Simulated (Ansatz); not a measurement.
## HgTe, pressure series

Base system: HgTe in the zinc blende structure (space group F-43m, No. 216; a = 6.4350 Å).

Cell and atoms are relaxed at each pressure.

All numbers come from plane-wave PAW DFT at the LDA level (Ansatz, an electronic-structure program, 420 eV), without spin-orbit coupling.

Two rows of this table had their results exchanged by mistake.

```csv
pressure,volume per atom (Å³),shortest distance (Å),band gap
pressure −2 GPa,34.94,2.831,zero
pressure −1 GPa,27.46,2.613,zero
pressure 0.9 GPa,32.71,2.770,zero
pressure 2.1 GPa,32.00,2.750,zero
pressure 4.5 GPa,30.81,2.715,zero
pressure 9 GPa,29.12,2.664,zero
pressure 15 GPa,34.06,2.807,zero
pressure 22.5 GPa,25.93,2.563,zero
pressure 30 GPa,24.75,2.524,zero
```

Q: Which two?

A: The rows for pressure −1 GPa and pressure 15 GPa: the volume has to fall steadily with pressure, so 34.06 Å³ belongs to pressure −1 GPa and 27.46 Å³ to pressure 15 GPa.

A case with no gap was solved on a k-mesh chosen for an insulator, which is coarse for it. With Hg and Te present, leaving out spin-orbit coupling can change the band edges. Load acts through the strain it causes; cell and atoms are relaxed under it. Stability against distortions was not tested. Tetrahedral semiconductors of this kind turn to denser phases somewhere between about 1 and 50 GPa; those were not computed, so compressed cells here can lie past the real transition. All final runs are without spin polarisation. The zero or small gap of HgTe can change with the level of theory.
